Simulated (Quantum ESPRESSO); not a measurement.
Effort and miss along a sweep of K_POINTS: Hf2P2O9 (C2/m, 26 atoms in the cell)

Cell: a = 7.5586 Å, b = 7.5586 Å, c = 10.0098 Å, α = 126.79°, β = 126.79°, γ = 51.49°.

Method of the run: PBEsol, GBRV 1.5 ultrasoft (PBESOL) pseudopotentials (plane waves; Quantum ESPRESSO).

Base settings: ecutwfc = 40 Ry; ecutrho = 320 Ry; occupations = fixed; potentials = {Hf: hf_pbesol_v1.uspp.F.UPF, P: p_pbesol_v1.5.uspp.F.UPF, O: o_pbesol_v1.2.uspp.F.UPF}; K_POINTS = automatic 3 3 2 0 0 0; nbnd = 90; conv_thr = 1e-09 Ry.

Misses are taken against the tightest run, automatic 4 4 3 0 0 0, which need not be fully converged itself. The energy is the free energy per atom.

The count of work is k-points × plane waves × bands × iterations; it is no time, and leaves out set-up, grids and terms that scale otherwise. Core times come from one kind of shared machine and are given to one figure; runs under 30 s give none.

The starting cell comes from a database of computed structures (which also holds hypothetical and non-ambient phases and stackings), without a prior relaxation at this level.

The runs (K_POINTS): automatic 1 1 1 0 0 0 | automatic 2 2 1 0 0 0 | automatic 2 2 2 0 0 0 | automatic 3 3 2 0 0 0 | automatic 4 4 3 0 0 0.

Question: Which is the coarsest setting among those run that, with all tighter ones, holds the energy within 10 meV/atom of the reference, and what does it save?

Answer: automatic 2 2 1 0 0 0, off by 2.0 meV/atom; it needs 0.18 of the reference's count of work and about 0.3 of the reference's time.

Question: For at most 0.2 times the reference's count of work, which run misses the energy least?

Answer: automatic 2 2 1 0 0 0, with a miss of 2.0 meV/atom at a count of 0.18.

Question: What does the step from automatic 2 2 1 0 0 0 to automatic 3 3 2 0 0 0 buy?

Answer: It takes the miss in the energy from 2.0 to 0.05 meV/atom, for 2.7 times the count of work and roughly 2 times the time.

```csv
K_POINTS,energy less reference (meV/atom),largest difference in the force on any atom (eV/Å),count of work / reference,core time / reference (rough)
automatic 1 1 1 0 0 0,59.01,0.817,0.059,0.2
automatic 2 2 1 0 0 0,2.03,0.027,0.18,0.3
automatic 2 2 2 0 0 0,1.35,0.026,0.35,0.4
automatic 3 3 2 0 0 0,0.05,0.001,0.47,0.7
automatic 4 4 3 0 0 0,0.00,0.000,1.0,1
```
